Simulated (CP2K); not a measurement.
# CP2K run on Ge (Fd-3m, 2 atoms in the cell): self-consistent single point

Level of theory: CP2K 2026.2 with PBE, GPW, DZVP-MOLOPT-PBE-GTH basis, GTH-PBE potentials (POTENTIAL_UZH).

Input:

```
&GLOBAL
  PROJECT bulk
  RUN_TYPE ENERGY_FORCE
  PRINT_LEVEL MEDIUM
&END GLOBAL
&FORCE_EVAL
  METHOD Quickstep
  STRESS_TENSOR ANALYTICAL
  &DFT
    BASIS_SET_FILE_NAME BASIS_MOLOPT_UZH
    POTENTIAL_FILE_NAME POTENTIAL_UZH
    &QS
      METHOD GPW
      EPS_DEFAULT 1E-10
    &END QS
    &MGRID
      CUTOFF 400
      REL_CUTOFF 40
      NGRIDS 5
    &END MGRID
    &SCF
      SCF_GUESS ATOMIC
      EPS_SCF 1E-6
      MAX_SCF 100
      ADDED_MOS 4
      &DIAGONALIZATION
        ALGORITHM STANDARD
      &END DIAGONALIZATION
      &MIXING
        METHOD BROYDEN_MIXING
        ALPHA 0.3
        NBUFFER 12
        BETA 1
      &END MIXING
      &SMEAR ON
        METHOD FERMI_DIRAC
        ELECTRONIC_TEMPERATURE [K] 1160.45
      &END SMEAR
    &END SCF
    &KPOINTS
      SCHEME MONKHORST-PACK 8 8 8
      GAMMA_CENTERED T
    &END KPOINTS
    &XC
      &XC_FUNCTIONAL PBE
      &END XC_FUNCTIONAL
    &END XC
    &PRINT
      &MO
        EIGENVALUES T
        OCCUPATION_NUMBERS T
        NDIGITS 8
        FILENAME mo
        &EACH
          QS_SCF 0
        &END EACH
        ADD_LAST NUMERIC
      &END MO
      &MULLIKEN ON
      &END MULLIKEN
    &END PRINT
  &END DFT
  &SUBSYS
    &CELL
      A 3.98824800 0.00000000 0.00000000
      B 1.99412400 3.45392400 0.00000000
      C 1.99412400 1.15130800 3.25639100
      PERIODIC XYZ
    &END CELL
    &COORD
      SCALED
      Ge       0.50000000     0.50000000     0.50000000
      Ge       0.75000000     0.75000000     0.75000000
    &END COORD
    &KIND Ge
      BASIS_SET DZVP-MOLOPT-PBE-GTH-q4
      POTENTIAL GTH-PBE-q4
    &END KIND
  &END SUBSYS
  &PRINT
    &FORCES ON
    &END FORCES
    &STRESS_TENSOR ON
    &END STRESS_TENSOR
  &END PRINT
&END FORCE_EVAL
```

The program printed (abridged):

```
 GLOBAL| Method name                                                        CP2K
 GLOBAL| Project name                                                       bulk
 GLOBAL| Run type                                                   ENERGY_FORCE

 CELL| Volume [angstrom^3]:                                            44.857130
 CELL| Vector a [angstrom]:       3.988     0.000     0.000   |a| =     3.988248
 CELL| Vector b [angstrom]:       1.994     3.454     0.000   |b| =     3.988248
 CELL| Vector c [angstrom]:       1.994     1.151     3.256   |c| =     3.988248
 CELL| Angle (b,c), alpha [degree]:                                    60.000001
 CELL| Angle (a,c), beta  [degree]:                                    60.000001
 CELL| Angle (a,b), gamma [degree]:                                    59.999999
 CELL| Numerically orthorhombic:                                              NO
 CELL| Periodicity                                                           XYZ

 DFT| Spin restricted Kohn-Sham (RKS) calculation                            RKS
 DFT| Multiplicity                                                             1
 DFT| Number of spin states                                                    1
 DFT| Charge                                                                   0
 DFT| XC density smoothing                                                  NONE
 DFT| XC derivatives                                                          PW

 QS| Method:                                                                 GPW
 QS| Density plane wave grid type                        NON-SPHERICAL FULLSPACE
 QS| Number of grid levels:                                                    5
 QS| Density cutoff [a.u.]:                                                200.0
 QS| Multi grid cutoff [a.u.]: 1) grid level                               200.0
   [... lines left out ...]
 BRILLOUIN| Wavefunction type                                            COMPLEX
 BRILLOUIN| List of Kpoints [2 Pi/Bohr]                                      260
 BRILLOUIN| Number           Weight            X              Y              Z
 BRILLOUIN|     1           0.00391       -0.37500       -0.37500       -0.37500
 BRILLOUIN|     2           0.00391       -0.37500       -0.37500       -0.25000
 BRILLOUIN|     3           0.00391       -0.37500       -0.37500       -0.12500
   [... 257 lines left out ...]
 *******************************************************************************

 Extrapolation method: initial_guess

 Re-scaling the density matrix to get the right number of electrons
                  # Electrons              Trace(P)               Scaling factor
                            8                 8.000                        1.000

 Number of electrons:                                                          8
 Number of occupied orbitals:                                                  4
 Number of molecular orbitals:                                                 8

 Number of orbital functions:                                                 26
 Number of independent orbital functions:                                     26
 SCF WAVEFUNCTION OPTIMIZATION

  Step     Update method      Time    Convergence         Total energy    Change
     1 NoMix/Diag. 0.30E+00      -     0.48057575        -7.9798459839 -7.98E+00
     2 Broy./Diag. 0.30E+00      -     0.01137385        -7.7875797826  1.92E-01
     3 Broy./Diag. 0.30E+00      -     0.03698158        -7.7803094911  7.27E-03
     4 Broy./Diag. 0.30E+00      -     0.00456670        -7.8307598922 -5.05E-02
     5 Broy./Diag. 0.30E+00      -     0.00543749        -7.8531885274 -2.24E-02
     6 Broy./Diag. 0.30E+00      -     0.00027840        -7.8557796059 -2.59E-03
     7 Broy./Diag. 0.30E+00      -     0.00006951        -7.8568199723 -1.04E-03
     8 Broy./Diag. 0.30E+00      -     0.00001329        -7.8568968892 -7.69E-05
     9 Broy./Diag. 0.30E+00      -     0.00000310        -7.8569409444 -4.41E-05
    10 Broy./Diag. 0.30E+00      -     0.00000064        -7.8569507228 -9.78E-06
  *** SCF run converged in    10 steps ***

  Electronic density on regular grids:         -8.0000000000        0.0000000000
  Core density on regular grids:                7.9999999973       -0.0000000027
  Total charge density on r-space grids:       -0.0000000027
  Total charge density g-space grids:          -0.0000000027

  Overlap energy of the core charge distribution:               0.00000002156596
  Self energy of the core charge distribution:                -16.70301879784742
  Core Hamiltonian energy:                                      3.97886185067542
  Hartree energy:                                               7.22463011274392
  Exchange-correlation energy:                                 -2.35728920956509
  Electronic entropic energy:                                  -0.00013470054035
  Fermi energy:                                                 0.17457209064930

  Total energy:                                                -7.85695072275098
  Total energy (extrapolated to T->0):                         -7.85688337248081

                     Mulliken Population Analysis

 #  Atom  Element  Kind  Atomic population                           Net charge
       1     Ge       1          4.000015                             -0.000015
       2     Ge       1          3.999985                              0.000015
 # Total charge                              8.000000                  0.000000

 ENERGY| Total FORCE_EVAL ( QS ) energy [hartree]             -7.856952288650461

 FORCES| Atomic forces [hartree/bohr]
 FORCES|   Atom     x               y               z               |f|
 FORCES|      1 -6.15808101E-08 -1.44950931E-08  9.57278843E-09   6.39839213E-08
 FORCES|      2 -2.88966114E-07 -1.87890688E-07 -1.52682944E-07   3.76983298E-07
 FORCES| Sum    -3.50546924E-07 -2.02385781E-07 -1.43110155E-07
 FORCES| Total atomic force                                       4.29329322E-07

 STRESS| Analytical stress tensor [bar]
 STRESS|                        x                   y                   z
 STRESS|      x        4.90084814714E+04   2.45707012755E+00   1.73741391689E+00
 STRESS|      y        2.45707012755E+00   4.90056953066E+04   8.94001487629E-01
 STRESS|      z        1.73741391689E+00   8.94001487629E-01   4.90046419442E+04
 STRESS| 1/3 Trace                                             4.90062729074E+04
```

The run converged in 10 iterations.

The starting cell comes from a database of computed structures (which also holds hypothetical and non-ambient phases and stackings), without a prior relaxation at this level. Its lattice was rescaled by a random factor within 2.5 % of one. Values carry the incompleteness of an atom-centred basis. With a pressure of about 5 GPa the cell is away from its equilibrium volume at this level.
